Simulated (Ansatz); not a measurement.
Consider CsPbBr$_{3}$ in the cubic perovskite structure (space group Pm-3m, No. 221; a = 5.872 Å).

Computed with Kohn–Sham DFT with the PBEsol functional, run in Ansatz (a quantum-chemistry and plane-wave program) with PAW and 420 eV plane waves, without spin-orbit coupling.

One change was made to it. Results:

The band gap becomes zero (base: 1.43 eV); the lattice parameter a shrinks by 0.847 Å to 5.025 Å.

Q: Name the change that was made.
A. pressure 30 GPa
B. pressure 1.8 GPa
C. pressure −2 GPa

A: A, pressure 30 GPa. For comparison, the band gap in the other runs: pressure 1.8 GPa gives 1.11 eV; pressure −2 GPa gives 1.86 eV.

A case with no gap was solved on a k-mesh chosen for an insulator, which is coarse for it. Spin-orbit coupling, missing from the scalar runs, can matter with Pb. Load acts through the strain it causes; cell and atoms are relaxed under it. Stability against distortions was not tested. No other phases were tried under pressure. All final runs are without spin polarisation. Many cubic perovskites are stable only at high temperature; tilts and polar distortions were not tested. This is not the structure that CsPbBr3 has at room temperature and ambient pressure. A zero or small gap of CsPbBr3 under pressure 30 GPa can be the functional's error rather than a property of the material.
